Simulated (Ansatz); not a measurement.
The starting structures come from a database of crystals and need not be the phases stable at ambient conditions.

**Evanescent states of K2Sn2O3 (R-3m, not sure to be the ambient phase, 7 atoms a cell, 21.2 Å³ an atom) along the normal of (110)**

Computed with r2SCAN (plane waves, PAW; Ansatz, a program for electronic structure).

No gap correction and no spin-orbit coupling; mid-gap values are interpolated between computed energies.

Energies count from the valence-band top; κ is the least over a 6×4 mesh across the current.

```csv
E (eV),κ (1/Å),where
0.04,0.043,Γ
0.12,0.071,Γ
0.20,0.088,Γ
0.28,0.099,Γ
0.36,0.107,Γ
0.44,0.113,Γ
0.52,0.116,Γ
0.60,0.118,Γ
0.68,0.117,Γ
0.76,0.115,Γ
0.84,0.112,Γ
0.92,0.107,Γ
1.00,0.099,Γ
1.08,0.090,Γ
1.16,0.077,Γ
1.24,0.060,Γ
1.32,0.030,Γ
```

Question: How thick must the barrier be to attenuate the transmission by 10^6 when the electrodes' Fermi level lies at 0.92 eV, and what attenuation does that film give at 0.60 eV?

Answer: d = 6 ln 10 / (2 × 0.107) = 64.6 Å. At 0.60 eV it gives 6 × 0.118/0.107 = 6.6 decades.
